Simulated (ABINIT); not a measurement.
ABINIT run on Ge (Fd-3m, 2 atoms in the cell): self-consistent single point

Computed with PBE, PAW (JTH v2.0 PBE PAW) (plane waves; ABINIT).

The input file:

```
# Ge, JTH v2.0 PBE PAW
pp_dirpath "./"
pseudos "Ge.GGA_PBE-JTH.xml"
acell 7.5366958869 7.5366958869 7.5366958869
rprim
         0.0000000000    0.7071067812    0.7071067812
         0.7071067812   -0.0000000000    0.7071067812
         0.7071067812    0.7071067812   -0.0000000000
natom 2
ntypat 1
znucl 32
typat 1 1
xcart
         2.8201170000    2.8201170000    2.8201170000
         4.2301755000    4.2301755000    4.2301755000
      Angstrom
ecut 571 eV
pawecutdg 1143 eV
pawxcdev 0
occopt 3
tsmear 0.00367493
nband 19
kptopt 1
ngkpt 8 8 8
nshiftk 1
shiftk 0 0 0
nstep 80
tolvrs 1.0e-10
prtwf 0
prtden 0
enunit 2
```

Output, abridged:

```
 Symmetries : space group Fd -3 m (#227); Bravais cF (face-center cubic)

 -outvars: echo values of preprocessed input variables --------
            acell      7.5366958869E+00  7.5366958869E+00  7.5366958869E+00 Bohr
             ecut      2.09838648E+01 Hartree
           enunit           2
              ixc     -101130
         kptrlatt        8    0    0      0    8    0      0    0    8
          kptrlen      6.02935671E+01
            natom           2
            nband          19
            ngfft          32      32      32
          ngfftdg          45      45      45
             nkpt          29
            nstep          80
             nsym          48
           ntypat           1
           occopt           3
        pawecutdg      4.20044789E+01 Hartree
         pawxcdev           0
            rprim      0.0000000000E+00  7.0710678120E-01  7.0710678120E-01
                       7.0710678120E-01 -0.0000000000E+00  7.0710678120E-01
                       7.0710678120E-01  7.0710678120E-01 -0.0000000000E+00
          spgroup         227
           tolvrs      1.00000000E-10
           tsmear      3.67493000E-03 Hartree
            typat      1  1
           useylm           1
             xred      5.0000000091E-01  4.9999999909E-01  5.0000000091E-01
                       7.5000000091E-01  7.4999999909E-01  7.5000000091E-01
            znucl       32.00000

== DATASET  1 ==================================================================

 Real(R)+Recip(G) space primitive vectors, cartesian coordinates (Bohr,Bohr^-1):
 R(1)=  0.0000000  5.3292488  5.3292488  G(1)= -0.0938219  0.0938219  0.0938219
 R(2)=  5.3292488  0.0000000  5.3292488  G(2)=  0.0938219 -0.0938219  0.0938219
 R(3)=  5.3292488  5.3292488  0.0000000  G(3)=  0.0938219  0.0938219 -0.0938219
 Unit cell volume ucvol=  3.0271084E+02 bohr^3
 Angles (23,13,12)=  6.00000000E+01  6.00000000E+01  6.00000000E+01 degrees

 Coarse grid specifications (used for wave-functions):

 getcut: wavevector=  0.0000  0.0000  0.0000  ngfft=  32  32  32
         ecut(hartree)=     20.984   => boxcut(ratio)=   2.05902

 Fine grid specifications (used for densities):

 getcut: wavevector=  0.0000  0.0000  0.0000  ngfft=  45  45  45
         ecut(hartree)=     42.004   => boxcut(ratio)=   2.00105

   1.13473484E+03                                ecore*ucvol(ha*bohr**3)

_setup2: Arith. and geom. avg. npw (full set) are    1388.764    1388.748

--- !BeginCycle
solver: {iscf: 17, nstep: 80, nline: 4, wfoptalg: 10, }
tolerances: {tolvrs: 1.00E-10, }
...

     iter   Etot(hartree)      deltaE(h)  residm     nres2
 ETOT  1  -190.28205078697    -1.903E+02 3.017E+00 2.733E+00
 ETOT  2  -191.16170960511    -8.797E-01 2.289E-01 1.017E+00
 ETOT  3  -191.15784948779     3.860E-03 1.742E-01 1.840E-01
 ETOT  4  -191.15714824153     7.012E-04 3.874E-02 3.110E-02
 ETOT  5  -191.15707774538     7.050E-05 2.319E-02 5.765E-03
 ETOT  6  -191.15713885269    -6.111E-05 6.378E-03 6.475E-04
   [... 2 lines left out ...]
 ETOT  9  -191.15713887363    -1.339E-09 1.043E-03 4.844E-07
 ETOT 10  -191.15713887152     2.110E-09 9.134E-04 6.915E-09
 ETOT 11  -191.15713887192    -3.957E-10 4.152E-04 2.655E-09
 ETOT 12  -191.15713887190     1.171E-11 5.039E-04 2.071E-10
 ETOT 13  -191.15713887190    -8.527E-13 2.793E-04 3.127E-11

 At SCF step   13       nres2   =  3.13E-11 < tolvrs=  1.00E-10 =>converged.

 Cartesian components of stress tensor (hartree/bohr^3)
  sigma(1 1)= -1.27609258E-04  sigma(3 2)=  0.00000000E+00
  sigma(2 2)= -1.27609258E-04  sigma(3 1)=  0.00000000E+00
  sigma(3 3)= -1.27609258E-04  sigma(2 1)=  0.00000000E+00

 ----iterations are completed or convergence reached----

 reduced coordinates (array xred) for    2 atoms
       0.500000000908      0.499999999092      0.500000000908
       0.750000000908      0.749999999092      0.750000000908
 cartesian forces (eV/Angstrom) at end:
    1     -0.00000000000000     0.00000000000000    -0.00000000000000
    2      0.00000000000000    -0.00000000000000     0.00000000000000
 frms,max,avg= 1.6238378E-28 1.6238378E-28   0.000E+00  0.000E+00  0.000E+00 e/A
 length scales=  7.536695886900  7.536695886900  7.536695886900 bohr
              =  3.988247691421  3.988247691421  3.988247691421 angstroms
 Fermi (or HOMO) energy (hartree) =   0.26204   Average Vxc (hartree)=  -0.34182
 Eigenvalues (hartree) for nkpt=  29  k points:
 kpt#   1, nband= 19, wtk=  0.00195, kpt=  0.0000  0.0000  0.0000 (reduced coord)
  -0.65191   -0.65191   -0.65191   -0.65055   -0.65055   -0.64260   -0.64260   -0.64260
  -0.64208   -0.64208   -0.21242    0.26018    0.26018    0.26018    0.26373    0.35421
   0.35421    0.35421    0.49660
      occupation numbers for kpt#   1
   2.00000    2.00000    2.00000    2.00000    2.00000    2.00000    2.00000    2.00000
   2.00000    2.00000    2.00000    1.24806    1.24806    1.24806    0.77485    0.00000
   0.00000    0.00000    0.00000
 prteigrs : prtvol=0 or 1, do not print more k-points.

 Fermi (or HOMO) energy (eV) =   7.13059   Average Vxc (eV)=  -9.30146
 Eigenvalues (   eV  ) for nkpt=  29  k points:
 kpt#   1, nband= 19, wtk=  0.00195, kpt=  0.0000  0.0000  0.0000 (reduced coord)
 -17.73928  -17.73928  -17.73928  -17.70245  -17.70245  -17.48595  -17.48595  -17.48595
 -17.47184  -17.47184   -5.78035    7.07992    7.07992    7.07992    7.17640    9.63843
   9.63843    9.63843   13.51321
 prteigrs : prtvol=0 or 1, do not print more k-points.

--- !EnergyTerms
comment             : Components of total free energy in Hartree
kinetic             :  1.30871848189852E+01
hartree             :  4.43014707980916E+01
xc                  : -4.63962780686279E+00
Ewald energy        : -9.90582784106900E+01
psp_core            :  3.74857680944828E+00
local_psp           : -1.43870398093025E+02
spherical_terms     : -4.72594097308813E+00
internal            : -1.91157012857141E+02
'-kT*entropy'       : -1.29042885470728E-04
total_energy        : -1.91157141900026E+02
total_energy_eV     : -5.20165036582210E+03
...

-Cartesian components of stress tensor (GPa)         [Pressure=  3.7544E+00 GPa]
- sigma(1 1)= -3.75439336E+00  sigma(3 2)=  0.00000000E+00
- sigma(2 2)= -3.75439336E+00  sigma(3 1)=  0.00000000E+00
- sigma(3 3)= -3.75439336E+00  sigma(2 1)=  0.00000000E+00

 Calculation completed.
```

The run converged in 13 iterations.

The starting cell comes from a database of computed structures (which also holds hypothetical and non-ambient phases and stackings), without a prior relaxation at this level. Its lattice was rescaled by a random factor within 2.5 % of one. With a pressure of about 4 GPa the cell is away from its equilibrium volume at this level.

Cost on one core of a shared machine: roughly 50 s.
